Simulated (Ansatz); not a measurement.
The parent structure is HfO₂ in the fluorite structure (space group Fm-3m, No. 225; a = 5.058 Å). Axes: x, y, z lie along the cube axes.

Computed with DFT with r2SCAN, PAW potentials and a 500 eV plane-wave cutoff in Ansatz (a first-principles code), no spin-orbit coupling.

One thing is altered: an isotropic linear strain of −1.37 %, atoms relaxed at fixed cell.

**Question.** Predict the stress tensor and what it implies for the stiffness.

**Answer.** Stress of the strained cell less that of the base (GPa, compression positive):
```
  12.22    0.00    0.00
   0.00   12.22    0.00
   0.00    0.00   12.22
```

Then B = −ΔP/(ΔV/V₀) with ΔV/V₀ = -0.0405 gives secant stiffness values (nonlinear terms included at this strain): B ≈ 301 GPa.

As a check, the harmonic strain energy −½ V₀ Δσ:ε is 17 meV/atom; the computed energy rise is 16 meV/atom.

No phonon test of stability was made. This is not the structure that HfO2 has at room temperature and ambient pressure.
